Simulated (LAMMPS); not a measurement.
Pressure dependence of Ni (fcc) at 1040 K, from the crystal.

All values are model results, not measurements: classical MD, pair style meam, file Ni.meam; code LAMMPS.

| P (GPa) | state | volume | coordination number |
|---|---|---|---|
| 0 | crystal; no diffusion seen in 30 ps | 11.1323 ± 0.0004 Å³/atom | 12.0 (counted to 3.02 Å) |
| 2 | crystal; no diffusion seen in 30 ps | 10.9984 ± 0.0004 Å³/atom | 12.0 (counted to 3.02 Å) |
| 5 | crystal; no diffusion seen in 30 ps | 10.8142 ± 0.0003 Å³/atom | 12.0 (counted to 3.02 Å) |

Caution: a run this short can hold a crystal over, or a liquid under, the potential's own melting point, which these runs don't give.

Estimate the isothermal bulk modulus at zero pressure. A parabola P(ln V) through the three points gives −dP/d ln V = 160 GPa at zero pressure.

States go by the mean squared displacement: a species diffuses where it passes 1.5 Å², still rises and gives D over 1e-6 cm²/s; a crystal has left its structure where atoms lie 0.35 Å off their sites on average or a cubic box changes its shape by 3 %, or the axial ratios of another lie 8 % off the starting cell's, which the potential's own relaxation can also do.

Uncertainties are statistical and leave out the potential's own error.
